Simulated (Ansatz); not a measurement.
The starting structures come from a database of crystals and need not be the phases stable at ambient conditions.

By PBEsol, the system below comes out a metal.

Consider the following.

```xyz
3
Lattice="3.0700 0.0000 0.0000 -1.5350 2.6587 0.0000 0.0000 0.0000 4.5381" Properties=species:S:1:pos:R:3 pbc="T T T"
W      0.0000     1.7725     3.3869
W      1.5350     0.8862     1.1512
C      0.0000     0.0000     0.0000
```

Space group of this cell: P-3m1. The cell is strained (lengths along the current scaled by 0.97, ions clamped); by PBEsol its mean pressure is 0.5 GPa.

The current flows along the normal of the first two printed cell vectors, the (001) (indices of the unstrained crystal) plane of the conventional cell. No spin-orbit coupling; the value is a mean over 0.1 eV about the Fermi level.

Problem. Estimate the ballistic conductance per area that PBEsol in Ansatz (an electronic-structure program) returns for this system.

Solution. 1.1 × 10¹⁵ S/m² for both spins.
